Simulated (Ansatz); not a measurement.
Consider ZrO2 (space group P2_1/c, No. 14).

```xyz
12
Lattice="5.1893 0.0000 0.0000 0.0000 5.2418 0.0000 -0.9034 0.0000 5.3026" Properties=species:S:1:pos:R:3 pbc="T T T"
Zr     1.2409     0.2298     1.1144
Zr     3.4967     2.8507     1.5369
Zr     3.0450     5.0120     4.1882
Zr     0.7892     2.3911     3.7657
O      0.0203     1.7095     1.8571
O      4.7173     4.3304     0.7943
O      4.2656     3.5323     3.4456
O     -0.4314     0.9114     4.5084
O      1.9114     3.9667     2.5202
O      2.8261     1.3458     0.1311
O      2.3744     1.2751     2.7824
O      1.4597     3.8960     5.1715
```

Computed with plane-wave PAW DFT at the PBE level (Ansatz, a quantum-chemistry and plane-wave program, 420 eV), no SOC, earlier PAW set.

Base values:

The band gap is 3.66 eV, the valence-band top at Γ comes out as 0.00, -0.19, -0.55 eV and the volume per atom is 12.02 Å³.

One thing is altered: a negative pressure, −1 GPa.

Problem. Estimate the effect on the band gap.

Solution. The band gap remains 3.66 eV.

Problem. Estimate the effect on the valence-band top at Γ.

Solution. The valence-band top at Γ (three highest levels, from the VBM) changes from 0.00, -0.19, -0.55 eV to 0.00, -0.18, -0.53 eV.

Problem. How does this affect the volume per atom?

Solution. The volume per atom grows by 0.07 Å³ to 12.09 Å³.

Load acts through the strain it causes; cell and atoms are relaxed under it. Whether these cells are dynamically stable was not tested.
